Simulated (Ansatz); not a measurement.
# A computed series for Be: pressure series

Consider Be in the bcc (W type) structure (space group Im-3m, No. 229; a cell from a computed database, its experimental status unchecked).

Be is taken in the cubic space group Im-3m (No. 229), the bcc (W type) structure, Pearson symbol cI2. Lattice parameters: a = b = c = 2.4927 Å, α = β = γ = 90.00°. Be on 2a is surrounded by 8 Be at 2.159 Å and 6 Be at 2.493 Å. (Neighbours: up to the widest gap in distance over summed covalent radii, below 1.35, at either atom.)
(The calculation used a cell of 1 atom; values per cell refer to that cell.)

Cell and atoms are relaxed at each pressure.

All numbers come from plane-wave PAW DFT at the PBEsol level (Ansatz, an electronic-structure program, 420 eV), no SOC.

Notes on the quantities. enthalpy: H = E + PV relative to the base's energy.

| case | lattice parameter a | enthalpy |
|---|---|---|
| base | 2.493 Å | – |
| pressure −2 GPa | ? | -0.10 eV/atom |
| pressure −1 GPa | 2.499 Å | -0.05 eV/atom |
| pressure 0.3 GPa | 2.491 Å | +0.01 eV/atom |
| pressure 0.7 GPa | 2.488 Å | +0.03 eV/atom |
| pressure 1.5 GPa | 2.483 Å | +0.07 eV/atom |
| pressure 3 GPa | 2.474 Å | +0.14 eV/atom |
| pressure 5 GPa | 2.462 Å | +0.24 eV/atom |
| pressure 7.5 GPa | 2.448 Å | +0.35 eV/atom |
| pressure 10 GPa | 2.434 Å | +0.47 eV/atom |

Task: Some entries are withheld; estimate them.

Result: 
- pressure −2 GPa, lattice parameter a: 2.506 Å

Load acts through the strain it causes; cell and atoms are relaxed under it. No phonon test of stability was made. Competing high-pressure phases were not computed. This is not the structure that Be has at room temperature and ambient pressure.
